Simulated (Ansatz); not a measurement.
The parent structure is ZrSe2 in the CdI2 type structure (space group P-3m1, No. 164; a = 3.735 Å, c = 6.032 Å; layered, stacked along the Cartesian z axis). Axes: x lies along a and z along c of the hexagonal cell.

All numbers come from PBE-D3(BJ)/PAW in Ansatz (an electronic-structure program), no spin-orbit coupling.

Base values:

- Pressure = 0.0 GPa
- Shortest interatomic distance = 2.684 Å
- Band gap = zero

The change: compressive biaxial strain of 1.00 % in the plane normal to [001], as in epitaxy on a mismatched substrate; the out-of-plane cell vector and the atoms relax.

Problem. Estimate the effect on the pressure.

Solution. The pressure (mean of the normal stresses, compression positive) goes from zero to 0.9 GPa.

Problem. How does this affect the shortest interatomic distance?

Solution. The shortest interatomic distance shrinks by 0.007 Å (2.684 Å → 2.677 Å).

Problem. What happens to the band gap?

Solution. The band gap stays zero.

Whether these cells are dynamically stable was not tested. All final runs are without spin polarisation. Gaps under 0.05 eV, about the width of the smearing, are given as zero. A zero or small gap of ZrSe2 can be the functional's error rather than a property of the material.
